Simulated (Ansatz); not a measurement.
## A computed series for ZnCu: pressure series

Start from ZnCu in the CsCl type structure (space group Pm-3m, No. 221).

```yaml
crystal:
  lattice:
    - [2.96382, 0.00000, 0.00000]
    - [0.00000, 2.96382, 0.00000]
    - [0.00000, 0.00000, 2.96382]
  atoms:
    - { symbol: Zn, position: [0.50000, 0.50000, 0.50000] }
    - { symbol: Cu, position: [0.00000, 0.00000, 0.00000] }
```

Cell and atoms are relaxed at each pressure.

All numbers come from PBE, PAW, 420 eV (Ansatz, an electronic-structure program; no spin-orbit coupling).

```
P (GPa)  V (Å³/atom)
-------  -----------
-2.00         13.257
-1.00         13.134
0.91          12.916
2.12          12.790
4.51          12.558
9.02          12.180
15.02         11.761
22.51         11.331
30.01         10.973
```

Fit a third-order Birch–Murnaghan equation of state.

Least squares on P(V) = (3B₀/2)[(V₀/V)^(7/3) − (V₀/V)^(5/3)]·[1 + (3/4)(B₀′ − 4)((V₀/V)^(2/3) − 1)] gives V₀ = 13.02 Å³/atom, B₀ = 115 GPa and B₀′ = 4.9.

Measured bulk modulus of ZnCu: 116 GPa (temperature not stated; as listed in Niraj K. Nepal et al., Phys. Rev. B (2020)); the computed value is for a static lattice, so the two differ by thermal effects too.

Load acts through the strain it causes; cell and atoms are relaxed under it. Stability against distortions was not tested. Competing high-pressure phases were not computed. All final runs are without spin polarisation.
